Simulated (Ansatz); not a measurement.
Consider this model of amorphous In9Ga9Zn9O35H2.

```xyz
64
Lattice="9.1329 0.0123 -0.1815 0.0123 9.0716 0.1527 -0.1815 0.1527 9.5643" Properties=species:S:1:pos:R:3 pbc="T T T"
In     6.6158     4.5166     4.0160
In     1.4366     8.5143     4.9296
In     0.0433     6.0090     6.5171
In     5.9964     8.5048     0.6626
In     7.8067     5.9808     9.4914
In     1.1048     3.7953     8.6324
In     8.5475     2.0754     6.0789
In     1.3457     5.2160     3.3793
In     6.8648     8.1494     7.0925
Ga     4.8370     7.7362     3.8299
Ga     4.0269     2.6131     9.1853
Ga     5.7293     4.7139     7.4514
Ga     4.2171     6.6023     8.9549
Ga     5.6867     2.0344     5.6956
Ga     2.5625     2.2700     5.9881
Ga     7.4182     2.3697     8.9244
Ga     0.5653     1.8635     3.1365
Ga     2.8699     0.2685     1.6058
Zn     4.5709     5.1773     1.8598
Zn     6.6679     1.8592     2.5197
Zn     3.7261     2.7560     3.4760
Zn     3.9740     8.7024     6.6635
Zn     0.8700     9.0295     8.1813
Zn     7.9254     7.4609     3.2205
Zn     1.5821     6.6121     0.8339
Zn     8.9216     8.8066     1.0363
Zn     3.5609     5.4463     5.5007
O      5.3695     7.9881     5.5928
O      4.7901     5.8532     3.7962
O      2.2483     1.9521     2.3152
O      8.9263     6.7380     1.6169
O      3.0500     3.6804     0.5718
O      8.5381     3.7475     0.0556
O     -0.0125     1.7725     8.3519
O      0.7661     5.9612     8.6677
O      1.0160     1.6821     4.9465
O      7.6239     8.1636     9.0861
O      7.0853     2.1503     4.4454
O      4.0434     5.5250     7.4760
O      1.8281     6.4898     5.3479
O      8.5184     3.2380     2.5388
O      2.7637     3.7826     4.8501
O      1.6308     8.6932     0.5277
O      5.7113     3.3237     8.7378
O      7.3516     1.1327     0.8637
O      2.8339     2.7430     7.7600
O      7.1300     5.9302     7.3772
O      6.2323     8.4009     2.7784
O      4.3901     0.9465     0.7195
O      8.1356     5.8882     4.3581
O      8.8876     8.2342     6.3592
O      5.9245     6.0175     0.5286
O      0.2638     3.9359     6.6511
O      2.2312     0.2534     6.6491
O      5.3538     3.4125     2.5954
O      5.6142     3.9101     5.8076
O      0.1048     9.0993     3.2505
O      6.6901     1.3258     7.1031
O      4.0769     1.4412     5.1005
O      3.4723     6.6053     0.9654
O      4.8854     8.2426     8.3313
O      3.1349     8.4264     3.3839
H      2.6537     3.1013     1.3025
H      8.5916     3.4783     1.5301
```

Computed with PBE, scalar-relativistic without spin-orbit coupling (plane waves to 420 eV, PAW; Ansatz, a program for electronic structure). The usual formal charges leave 4 electrons over, so the level spacing at the Fermi energy parts defect or band states and needn't be the band gap.

Preparation: random packing, a CHGNet melt and quench, and a DFT relaxation. O atoms were pushed apart under 1.9 Å during the dynamics, to hinder bonds among them. The hot cell started wider than the set density and was brought back towards it in steps. It is the lowest in DFT energy of 2 quenches. It is a model cell: composition and starting density were chosen by hand, and all elements were melted together. No dispersion term was used. Its density started from a set value of 5.89 and ended at 5.89 g/cm³. The simulated quench (nominally 350 K/ps over its main leg) is rapid and tends to freeze in more defects than a deposited or slowly cooled glass has. Values belong to this one cell and scatter from quench to quench. The volume was held where the preparation left it and the shape relaxed, at a PBE pressure of 5.0 GPa. Stress components on the final sampling reach 5.1 GPa. On a 2×2×2 Γ-centred mesh force components of up to 0.21 eV/Å stay, since the relaxation ran on the zone centre alone. Cycles of charging lowered its energy after that relaxation.

Bonds are counted up to In-In 3.12 Å, In-Ga 2.90 Å, In-Zn 2.90 Å, In-O 2.80 Å, In-H 2.08 Å, Ga-Ga 2.68 Å, Ga-Zn 2.68 Å, Ga-O 2.38 Å, Ga-H 1.84 Å, Zn-Zn 2.68 Å, Zn-O 2.40 Å, Zn-H 1.84 Å, O-O 1.58 Å, O-H 1.16 Å, H-H 0.90 Å. Two cations that share two anions don't count as bonded, nor two that share one unless they lie closer than In-In 3.04 Å, In-Ga 2.82 Å, In-Zn 2.82 Å, Ga-Ga 2.61 Å, Ga-Zn 2.61 Å, Zn-Zn 2.61 Å.

Give the coordination numbers, mean bond lengths and angles.


The mean coordination of In by anions comes out as 5.67 (1 with 4, 1 with 5, 7 with 6). The mean coordination of Ga by anions is 4.22 (7 with 4, 2 with 5) and the mean coordination of Zn by anions is 4.11 (8 with 4, 1 with 5). The mean coordination of O comes out as 3.66 (13 with 3, 21 with 4, 1 with 5), the mean coordination of H is 1.00 (2 with 1) and the mean In-O bond is 2.255 Å (spread 0.147 Å, 51 counted). The mean Ga-O bond is 1.901 Å (spread 0.076 Å, 38 counted) and the mean Zn-O bond comes out as 2.036 Å (spread 0.095 Å, 37 counted). The mean O-H bond is 1.026 Å (spread 0.013 Å, 2 counted) and the bond angle at In is mean 104.0°, spread 30.3°. The bond angle at Ga is mean 107.8°, spread 16.3° and the bond angle at Zn is mean 107.3°, spread 21.4°. The bond angle at O is mean 109.5°, spread 18.5°.

List the pairs of like atoms that count as bonded by the rules above.

There are none by these rules.

What Bader charges do the atoms carry, from a run on the zone centre alone?

Means (range): In +1.67 e (+0.80 to +1.82), Ga +1.80 e (+1.75 to +1.85), Zn +1.21 e (+1.17 to +1.25), O -1.24 e (-1.27 to -1.19), H +0.60 e (+0.59 to +0.61).
```csv
atom,charge (e)
In1,+1.73
In2,+1.77
In3,+1.81
In4,+1.78
In5,+1.81
In6,+1.79
In7,+1.72
In8,+0.80
In9,+1.82
Ga10,+1.80
Ga11,+1.81
Ga12,+1.79
Ga13,+1.75
Ga14,+1.76
Ga15,+1.85
Ga16,+1.81
Ga17,+1.79
Ga18,+1.81
Zn19,+1.21
Zn20,+1.24
Zn21,+1.18
Zn22,+1.18
Zn23,+1.23
Zn24,+1.19
Zn25,+1.17
Zn26,+1.22
Zn27,+1.25
O28,-1.24
O29,-1.24
O30,-1.26
O31,-1.24
O32,-1.24
O33,-1.24
O34,-1.22
O35,-1.24
O36,-1.24
O37,-1.23
O38,-1.24
O39,-1.24
O40,-1.22
O41,-1.25
O42,-1.23
O43,-1.24
O44,-1.25
O45,-1.23
O46,-1.25
O47,-1.25
O48,-1.23
O49,-1.25
O50,-1.19
O51,-1.23
O52,-1.25
O53,-1.23
O54,-1.20
O55,-1.19
O56,-1.27
O57,-1.24
O58,-1.24
O59,-1.25
O60,-1.21
O61,-1.24
O62,-1.24
H63,+0.59
H64,+0.61
```
